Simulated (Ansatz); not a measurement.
**NbSi (model structure, started from the NiAs type, P6₃/mmc, No. 194, 4 atoms in the cell)**

Computed with PBE (Ansatz, a first-principles code, PAW).

Numerical settings: plane-wave cutoff 500 eV, 12×12×8 k mesh (along the axes of the cell as run), Fermi–Dirac smearing 0.05 eV, no spin polarisation, scalar-relativistic PAW data made under PBE.

Cell (relaxed at this level):

```xyz
4
Lattice="3.0543 0.0000 0.0000 -1.5272 2.6451 0.0000 0.0000 0.0000 8.0244" Properties=species:S:1:pos:R:3 pbc="T T T"
Nb     0.0000     0.0000     0.0000
Nb     0.0000     0.0000     4.0122
Si     0.0000     1.7634     2.0061
Si     1.5272     0.8817     6.0183
```

- band gap = zero (no gap)

Note: the relaxation could raise the start's symmetry but not lower it, so the cell can be a saddle point.

Spin–orbit coupling is not included.

The result took roughly 40 core-seconds.

A model structure was made by putting elements into a prototype or built by hand; it is no filed structure, need not be a known phase, and can be a saddle point held by its symmetry.
